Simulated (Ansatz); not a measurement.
The reference is GaSb in the zinc blende structure (space group F-43m, No. 216; a = 6.132 Å).

The values are results of r2SCAN (Ansatz, an electronic-structure program; PAW; 500 eV plane waves; spin-orbit coupling left out), not measurements.

Before the change:

The band gap is 0.41 eV. The volume per atom is 28.83 Å³ and the smallest direct gap comes out as 0.41 eV. The gap character is direct at Γ and the width of the top valence band is 3.21 eV.

The change: every Sb is replaced by P; the structure is relaxed again.

Tabulated Pauling electronegativity and covalent radius: Sb 2.05, 1.39 Å; P 2.19, 1.07 Å.

Q: How does this affect the band gap?

A: The band gap rises by 1.434 eV to 1.85 eV.

Q: What happens to the volume per atom?

A: The volume per atom decreases by 8.58 Å³, from 28.83 Å³ to 20.25 Å³.

Q: What happens to the smallest direct gap?

A: The smallest direct gap goes up by 1.95 eV to 2.36 eV.

Q: What does the calculation give for the gap character after the change?

A: The gap character becomes indirect, Γ → Γ–X (87 % along) (base: direct at Γ).

Q: What does the calculation give for the width of the top valence band after the change?

A: The width of the top valence band rises by 0.33 eV (3.21 eV → 3.54 eV).

Spin-orbit coupling, missing from the scalar runs, can matter with Sb. No phonon test of stability was made.
